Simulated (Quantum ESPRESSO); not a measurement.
Input and output of a self-consistent single point for Mg₄RuN₄ (P-1, 18 atoms in the cell) (Quantum ESPRESSO).

Method: LDA (PZ), GBRV 1.5 ultrasoft (LDA) pseudopotentials (plane waves; Quantum ESPRESSO 7.5).

```
Mg4RuN4
1.0
    5.41934     0.00000     0.00000
    1.80779     5.12968     0.00000
    0.40520     2.25011     7.78536
Mg Ru N
8 2 8
Direct
  0.26624   0.16147   0.21040
  0.73376   0.83853   0.78960
  0.26592   0.73580   0.99977
  0.73408   0.26420   0.00023
  0.26286   0.94682   0.58480
  0.73714   0.05318   0.41520
  0.74622   0.47344   0.59050
  0.25378   0.52656   0.40950
  0.25513   0.37140   0.77565
  0.74487   0.62860   0.22435
  0.00992   0.70523   0.61449
  0.99008   0.29477   0.38551
  0.15090   0.16863   0.96856
  0.84910   0.83137   0.03144
  0.49521   0.60029   0.79542
  0.50479   0.39971   0.20458
  0.49008   0.79844   0.37896
  0.50992   0.20156   0.62104
```

Reference input (self-consistent single point, DFT, LDA (PZ), plane waves, GBRV 1.5 ultrasoft (LDA) pseudopotentials): ecutwfc = 40 Ry; ecutrho = 320 Ry; occupations = smearing; smearing = gaussian; degauss = 0.0147 Ry; potentials = {Mg: mg_lda_v1.4.uspp.F.UPF, Ru: ru_lda_v1.2.uspp.F.UPF, N: n_lda_v1.2.uspp.F.UPF}; K_POINTS = automatic 4 4 3 0 0 0; conv_thr = 1e-10 Ry. This run's input differs from it in these lines:

```diff
@@ -17,3 +17,3 @@
    smearing = 'gaussian',
-   degauss = 0.0147,
+   degauss = 0.02205,
 /
@@ -46,3 +46,3 @@
 K_POINTS automatic
-4 4 3  0 0 0
+5 5 3  0 0 0
 CELL_PARAMETERS alat
```

Output (repeated stretches shortened):

```
     Self-consistent Calculation

     iteration #  1     ecut=    40.00 Ry     beta= 0.70

     negative rho (up, down):  1.443E-01 0.000E+00

     total energy              =   -1546.43322689 Ry
     estimated scf accuracy    <       8.59324498 Ry

     iteration #  2     ecut=    40.00 Ry     beta= 0.70

     negative rho (up, down):  1.419E-01 0.000E+00

     total energy              =   -1545.68472110 Ry
     estimated scf accuracy    <      38.97489969 Ry

     iteration #  3     ecut=    40.00 Ry     beta= 0.70

     negative rho (up, down):  1.413E-01 0.000E+00

     total energy              =   -1550.34601777 Ry
     estimated scf accuracy    <       4.71855779 Ry

   [... 12 blocks of this kind left out ...]

     iteration # 16     ecut=    40.00 Ry     beta= 0.70

     negative rho (up, down):  1.414E-01 0.000E+00

     total energy              =   -1551.21181902 Ry
     estimated scf accuracy    <          2.2E-10 Ry

     iteration # 17     ecut=    40.00 Ry     beta= 0.70

     negative rho (up, down):  1.414E-01 0.000E+00
     End of self-consistent calculation

     the Fermi energy is     9.8896 ev

!    total energy              =   -1551.21181902 Ry
     estimated scf accuracy    <          3.5E-12 Ry
     smearing contrib. (-TS)   =      -0.01576797 Ry
     internal energy E=F+TS    =   -1551.19605105 Ry

     convergence has been achieved in  17 iterations

     negative rho (up, down):  1.414E-01 0.000E+00

     Forces acting on atoms (cartesian axes, Ry/au):

     atom    1 type  1   force =     0.00178491    0.00133901    0.00183152
     atom    2 type  1   force =    -0.00178491   -0.00133901   -0.00183152
     atom    3 type  1   force =    -0.00003115   -0.00016277   -0.00006735
     atom    4 type  1   force =     0.00003115    0.00016277    0.00006735
     atom    5 type  1   force =     0.00005261   -0.00335180   -0.00187554
   [... lines left out ...]
     Total force =     0.061103     Total SCF correction =     0.000007
   [... lines left out ...]

     negative rho (up, down):  1.414E-01 0.000E+00
          total   stress  (Ry/bohr**3)                   (kbar)     P=      -86.36
  -0.00057743   0.00000656   0.00005835          -84.94        0.97        8.58
   0.00000656  -0.00057416   0.00004069            0.97      -84.46        5.99
   0.00005835   0.00004069  -0.00060958            8.58        5.99      -89.67

   JOB DONE.
```

The run converged in 17 iterations. Against the reference run the free energy goes down by 3.0 meV/atom, the pressure moves little (-8.73 to -8.64 GPa) and the largest force goes from 0.804 to 0.770 eV/Å.

The starting cell comes from a database of computed structures (which also holds hypothetical and non-ambient phases and stackings), without a prior relaxation at this level. Spin polarisation is off. With a pressure of about -9 GPa the cell is away from its equilibrium volume at this level.

Cost on one core of a shared machine: roughly 20 min.
